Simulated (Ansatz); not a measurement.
# Computed paths: interstitial Li in beta Ga2O3, charge state +1

Defect: interstitial Li in beta Ga2O3, charge state +1. Calculation: PBE, PAW (plane waves to 420 eV; Ansatz, a program for electronic structure).

Cell of 160 host sites held at the relaxed PBE lattice; the Γ point alone; Fermi-Dirac width 0.01 eV, spin-restricted; finite-size errors left in. Static, classical nuclei. The charge state is imposed; whether it is stable for some Fermi level was not computed. Sites that were not tried may lie lower.

Barriers: single points on a 2×2×2 k-point mesh shifted by half a step at the bands' geometries.

```
Route                         Start site over the lowest site run (eV)  Hop (Å)  Forward barrier (eV)  Backward barrier (eV)                            Neighbours at the start    Neighbours at the saddle                        Saddle order  Forward, on the band's own sampling (eV)
----------------------------  ----------------------------------------  -------  --------------------  ---------------------  -------------------------------------------------  --------------------------  ----------------------------------  ----------------------------------------
a direct jump of one Li atom                                      0.00     1.66                  0.31                   0.31                O at 1.76, 2 O at 1.86, O at 2.28 Å      O at 1.73, O at 1.76 Å                         not checked                                      0.31
a direct jump of one Li atom                                      0.50     1.47                  0.10                   0.10  2 Ga at 2.25; 2 O at 1.77, O at 1.95, O at 1.96 Å  2 O at 1.74, 2 O at 2.20 Å  not checked, on a symmetry element                                      0.09
```

Paths come from CI-NEB runs. Of the routes that converged and passed our checks, the lowest saddle point lies 0.31 eV above the lowest of the sites run (a direct jump of one Li atom); other sites, such as split forms, and other routes may lie lower. A band can be held on a symmetry element, so unchecked saddle points there may be too high.
